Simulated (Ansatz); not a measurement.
A short convergence ladder for CsCdCl₃ (P4mm, 5 atoms in the cell)

```xyz
5
Lattice="5.2802 0.0000 0.0000 0.0000 5.2802 0.0000 0.0000 0.0000 5.2802" Properties=species:S:1:pos:R:3 pbc="T T T"
Cs     0.0000     0.0000     0.0500
Cd     2.6401     2.6401     2.6401
Cl     0.0000     2.6401     2.6401
Cl     2.6401     0.0000     2.6401
Cl     2.6401     2.6401     0.0000
```

Base method: LDA (PW92), default PAW files made with PBE (plane waves; Ansatz, an electronic-structure program).

Base settings: basis.ecutwfc = 420 eV; kpoints.mp_grid.grid = 5 5 5; hamiltonian.xc = lda; hamiltonian.pseudopotentials = {kind: paw} (the program's default PAW files); scf.occupations.method = fixed.

**The width of Fermi-Dirac smearing**

In this ladder: scf.occupations.method = fermi_dirac.

The mesh stays at the base's, so the ladder's end is converged at best in this setting alone.

Only quantities that move along the ladder and can be compared are tabulated.

| scf.occupations.width | free energy less the last step's (meV/atom) | pressure (GPa) |
|---|---|---|
| 1 eV | -213.92 | -0.72 |
| 0.5 eV | -18.67 | -2.80 |
| 0.2 eV | -0.29 | -3.22 |
| 0.1 eV | 0.00 | -3.23 |
| 0.02 eV | 0.00 | -3.23 |

Widest scf.occupations.width that holds the pressure within 1 GPa of the last step, with all finer ones: 0.5 eV; the step before is off by 2.5 GPa.

Widest scf.occupations.width that holds the free energy within 2 meV/atom of the last step, with all finer ones: 0.2 eV; the step before is off by 19 meV/atom.

On the base run: the starting cell comes from a database of computed structures (which also holds hypothetical and non-ambient phases and stackings), without a prior relaxation at this level. Its lattice was rescaled by up to half a per cent. One atom was moved a little off its site on purpose. In the base run, with a pressure of about -3 GPa the cell is away from its equilibrium volume at this level. Ansatz's pressure includes its estimate of the finite-basis (Pulay) stress.

Keys are those of Ansatz 0.2.
